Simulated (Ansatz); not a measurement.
Reference: Si (Fd-3m), HSE06, rigid bands (plane waves, PAW, scalar-relativistic; Ansatz, an electronic-structure program); axes and stresses refer to this cell.

```
Si
1.0
    0.00000     2.71683     2.71683
    2.71683     0.00000     2.71683
    2.71683     2.71683     0.00000
Si
2
Direct
  0.00000   0.00000   0.00000
  0.25000   0.25000   0.25000
```

- band gap = 1.13 eV
- hole conductivity mass = 0.32 mₑ
- Seebeck coefficient, n-type 1e19 cm⁻³ = -304 μV/K

Task: Change: biaxial stress in (001) of -5.4 GPa (compression positive). What happens to band gap, hole conductivity mass, Seebeck coefficient, n-type 1e19 cm⁻³?

Result: band gap falls to 0.50 eV; hole conductivity mass drops to 0.25 mₑ; Seebeck coefficient, n-type 1e19 cm⁻³ drops in size to -216 μV/K.

Task: Change: biaxial stress in (001) of 3.6 GPa (compression positive). What happens to band gap, hole conductivity mass, Seebeck coefficient, n-type 1e19 cm⁻³?

Result: band gap drops to 0.88 eV; hole conductivity mass shrinks to 0.26 mₑ; Seebeck coefficient, n-type 1e19 cm⁻³ shrinks in size to -270 μV/K.

Masses are for dilute carriers at 300 K, harmonic means over directions unless an axis is named. Seebeck coefficients are for the stated density at 300 K, with one relaxation time for all states and whether or not that doping can be reached. Spin-orbit coupling is left out unless a row names it. Stresses and pressures are the targets of the relaxation.  The structure type is held under load, also where the real crystal would transform.
